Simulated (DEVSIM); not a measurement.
Structure: Al0.1Ga0.9As/GaAs p-n heterojunction, at 400 K.

```tsv
layer (left to right)	material	thickness (μm)	Nd (cm⁻³)	Na (cm⁻³)	τn (s)	τp (s)
1	Al0.1Ga0.9As	0.0580	-	2.7e16	3.3e-10	3.3e-10
2	GaAs	0.120	6.9e15	-	3.3e-10	3.3e-10
```

Left contact: ohmic. Right contact: ohmic. Voltage is applied to the left contact. Recombination: SRH at mid-gap, radiative, Auger. Mobility is μmin + (μ − μmin)/(1 + (N/Nref)^α).

The device is made up for the run: typed textbook-type constants, with dimensions and the other settings drawn at random. Values at 300 K; Nc and Nv go as T^1.5, mobilities as T to minus their exponent, the gap by Varshni's rule with the affinity fixed.

```tsv
parameter	Al0.1Ga0.9As	GaAs
gap (eV)	1.5487	1.424
affinity (eV)	3.991	4.07
permittivity	12.62	12.9
Nc (cm⁻³)	5.17e17	4.7e17
Nv (cm⁻³)	9e18	9e18
μn (cm²/Vs)	6520	8500
μp (cm²/Vs)	317	400
μn,min	500	500
μp,min	20	20
Nref,n	6e16	6e16
Nref,p	1.5e17	1.5e17
αn	0.39	0.39
αp	0.38	0.38
T exponent of μn	2.1	2.1
T exponent of μp	2.2	2.2
B (cm³/s)	2e-10	2e-10
Cn (cm⁶/s)	1e-30	1e-30
Cp (cm⁶/s)	1e-30	1e-30
Varshni α (eV/K)	0.000541	0.000541
Varshni β (K)	204	204
```

Simulated with DEVSIM: 1D drift-diffusion, Boltzmann statistics, complete ionisation; no tunnelling, impact ionisation, image-force lowering or self-heating. Band offsets follow the typed affinities; no thermionic-emission limit at abrupt steps, no polarisation charge.

The thickness of layer 2 was swept, all else fixed.

```
thickness of layer 2 (μm)  dark forward voltage at 100 A/cm² (V)  largest field in the device at zero bias (V/cm)  dark forward voltage at 1 A/cm² (V)
-------------------------  -------------------------------------  -----------------------------------------------  -----------------------------------
0.024                                                      0.824                                           140000                                0.636
0.042                                                      0.826                                                …                                    …
0.072                                                      0.838                                            88000                                0.652
0.12                                                       0.858                                            67000                                0.667
0.2                                                        0.884                                            51000                                0.688
0.36                                                       0.903                                            42000                                0.712
0.6                                                        0.911                                            41000                                0.720
```

### Question
What belongs in the gaps?

### Answer

- 0.042, largest field in the device at zero bias (V/cm): 110000
- 0.042, dark forward voltage at 1 A/cm² (V): 0.642
